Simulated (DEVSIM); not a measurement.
**abrupt Ge p-n junction**

Structure: abrupt Ge p-n junction, at 300 K.

```tsv
layer (left to right)	material	thickness (μm)	Nd (cm⁻³)	Na (cm⁻³)	τn (s)	τp (s)
1	Ge	3.40	-	3.9e15	1.5e-5	4.9e-6
2	Ge	250	4.2e16	-	4.9e-6	4.9e-6
```

Left contact: ohmic. Right contact: ohmic. Voltage is applied to the left contact. Recombination: SRH at mid-gap. Mobility is constant in doping.

Constants are typed, rounded textbook-type inputs, not results; the design itself was drawn at random and stands for no fabricated device. Values at 300 K.

| parameter | Ge |
|---|---|
| gap (eV) | 0.664 |
| affinity (eV) | 4 |
| permittivity | 16 |
| Nc (cm⁻³) | 1.04e19 |
| Nv (cm⁻³) | 6e18 |
| μn (cm²/Vs) | 3900 |
| μp (cm²/Vs) | 1900 |

Model (solved in DEVSIM): 1D drift-diffusion, Boltzmann statistics, complete ionisation; no tunnelling, impact ionisation, image-force lowering or self-heating.

The potential step across the device at zero bias comes out as 0.332 V and the largest field in the device at zero bias is 16000 V/cm. The dark forward voltage at 1 A/cm² comes out as 0.135 V and the dark forward voltage at 100 A/cm² comes out as 0.354 V.

Dark forward current:

(V (V), J (A/cm²)): (0.05, 0.035); (0.10, 0.27); (0.15, 1.8); (0.20, 9.0); (0.30, 59); (0.35, 97); (0.40, 140); (0.45, 180); (0.50, 230); (0.55, 280); (0.65, 380); (0.70, 430); (0.75, 480); (0.80, 540); (0.85, 600); (0.90, 650); (1.00, 770); (1.05, 840); (1.10, 900); (1.15, 970)

Small-signal capacitance in reverse bias (quasi-static):

```tsv
V (V)	C (nF/cm²)
-0.4	24.4
-1	17.8
-2	13.3
-3	11.1
-4	9.73
-6	8.03
-8	6.99
```
